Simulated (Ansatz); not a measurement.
## SnO2 in the rutile structure (space group P4_2/mnm, No. 136)

```cif
data_O4Sn2
_chemical_formula_sum 'Sn2 O4'
_space_group_name_H-M_alt 'P42/mnm'
_space_group_IT_number 136
_space_group_name_Hall '-P 4n 2n'
_cell_length_a 4.76919
_cell_length_b 4.76919
_cell_length_c 3.21201
_cell_angle_alpha 90.000
_cell_angle_beta 90.000
_cell_angle_gamma 90.000
loop_
_atom_site_label
_atom_site_type_symbol
_atom_site_symmetry_multiplicity
_atom_site_Wyckoff_symbol
_atom_site_fract_x
_atom_site_fract_y
_atom_site_fract_z
_atom_site_occupancy
Sn1 Sn 2 a 0.00000 0.00000 0.00000 1
O1 O 4 f 0.30628 0.30628 0.00000 1
```

Level of theory: PBEsol/PAW in Ansatz (a program for electronic structure), spin-orbit coupling left out. Γ-centred 7×7×10 mesh, Fermi–Dirac width 0.05 eV.

| Quantity | Result |
|---|---|
| Volume per atom | 12.18 Å³ |
| Density | 6.85 g/cm³ |
| Band gap | 0.92 eV, direct at Γ |
| Electron mass | 0.17 mₑ along c, 0.19 mₑ across |
| Hole mass | 1.7 mₑ along c, 1.3 mₑ across |
| Lowest conduction-band minima above the VBM | Γ 0.92 eV |
| Total energy | -2357.178 eV/atom (σ→0; compares only within this code and set-up) |

Masses are band curvatures over ±0.01 Å⁻¹ around the edge. No phonon test of stability was made.
